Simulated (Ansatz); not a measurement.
The starting structures come from a database of crystals and need not be the phases stable at ambient conditions.

Tunnelling through a barrier is set by its complex band structure: the current falls as exp(−2κd) with the smallest κ.

Data:

```xyz
16
Lattice="6.1555 0.0000 0.0000 -3.0778 7.1836 0.0000 3.0778 0.0000 12.4677" Properties=species:S:1:pos:R:3 pbc="T T T"
Rb     3.0778     7.1836     7.9681
Rb     0.0000     7.1836     4.4996
Rb     4.6166     3.5918    10.7334
Rb     4.6166     3.5918     1.7343
Nb     4.6166     3.5918     6.2339
Nb     0.0000     7.1836     0.0000
Ag     1.5389     3.5918     6.2339
Ag     0.0000     0.0000     0.0000
Se     5.9666     2.1385     4.8065
Se     3.2667     5.0450     4.8065
Se    -0.1890     5.0450     7.6612
Se     3.2667     2.1385     7.6612
Se     1.7279     1.4532     1.4273
Se     1.3499     5.7303     1.4273
Se     1.7279     5.7303    11.0404
Se     7.5054     1.4532    11.0404
```

Space group of this cell: Fddd. The cell is taken as given; by r2SCAN its mean pressure is -1.2 GPa.

Transport runs along the normal of the first two printed cell vectors.

The gap is the functional's own. No spin-orbit coupling. Mid-gap values are interpolated on the energy grid.

Question: Compute, with r2SCAN in Ansatz (a program for electronic structure), the band gap and the smallest decay constant κ at mid-gap.

Answer: Gap 2.05 eV on a 6×6×6 mesh; κ = 0.382 1/Å, at the zone centre.
